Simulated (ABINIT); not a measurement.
Equation of state of zinc-blende InP (space group 216): energy against volume (ABINIT, PBE)

```
CELL_PARAMETERS angstrom
      0.00000     2.88281     2.88281
      2.88281     0.00000     2.88281
      2.88281     2.88281     0.00000
ATOMIC_POSITIONS crystal
  In 0.00000 0.00000 0.00000
  P  0.75000 0.75000 0.75000
```

Method: PBE, norm-conserving pseudopotentials (PseudoDojo nc-sr-05 PBE standard) (plane waves; ABINIT). Settings: pseudos = [In.upf, P.upf]; ecut = 46 Ha; occopt = 3; tsmear = 0.00036749 Ha; ngkpt = 10 10 10; nshiftk = 1; shiftk = 0 0 0; potentials = PseudoDojo nc-sr-05 PBE standard; nband = 14; kptopt = 1; nstep = 60; tolvrs = 1e-11. The cell above is the first row's. The rows scale it uniformly. In all rows fractional positions and the k mesh are held. E is the free energy at the stated smearing, counted from the lowest row.

| V (Å^3/atom) | E (meV/atom) |
|---|---|
| 23.958 | 54.01 |
| 24.479 | 32.69 |
| 25.000 | 17.21 |
| 25.520 | 6.96 |
| 26.041 | 1.39 |
| 26.562 | 0.00 |
| 27.083 | 2.35 |
| 27.604 | 8.04 |
| 28.125 | ? |

Taking the third-order Birch-Murnaghan form, a cubic in V^(-2/3) for E over the 8 complete rows: With u = V^(-2/3) - 0.115, the rows have u = 0.005328, 0.003614, 0.001961, 0.000366, -0.001177, -0.002671, -0.004116, -0.005516. Least squares gives E = 5.265 + 4334.5·u + 890703·u² + 2453019·u³. Residuals (row less fit): -0.005, 0.011, 0.001, -0.011, -0.003, 0.005, 0.007, -0.005; standard error 0.010 (degrees of freedom: 4). Its minimum lies at u = -0.002458, so V0 = (0.112542)^(-3/2) = 26.49. There d²E/du² = 1745000 and d³E/du³ = 1.472e7, so B0 = (4/9) × 26.49^(-7/3) × 1745000 × 0.160218 = 59.4 GPa (the last factor turns the table's units into GPa), and B0' = 4 + (2/3) × 0.112542 × (1.472e7)/1745000 = 4.6. The program's pressures in the fitted runs (not shown) pass through zero at V = 26.48, 0.01 % from this V0.

### Question
What does the fit predict for E at V = 28.125, and how far is the calculated value from it?

### Answer
u = -0.006872, so E = 5.265 + 4334.5 × (-0.006872) + 890703 × (-0.006872)² + 2453019 × (-0.006872)³ = 16.745 meV/atom. The calculation gives 16.71 meV/atom, 0.035 meV/atom below the prediction (0.1 % of the range of E in the table). The row lies outside the fitted rows, so this is an extrapolation. From the scatter of the fitted rows alone, a prediction at this place has a standard error of 0.023 meV/atom, so the miss is 1.5 times that.

Carrying the step between the two nearest rows on in a straight line would have given 13.73, off by 2.98; series whose last step already gives the withheld value aren't shown. The scan was laid around a cell of about the measured size, scaled by a guess for this functional. The runs keep the symmetry of the cell, so they don't test it for distortions. Cutoffs and mesh are single choices, not tested for convergence of this quantity. Series with a scatter that would blur these digits, or in which a gap closes, are not shown. Nor are scans whose minimum lies at an end fitted in this form.
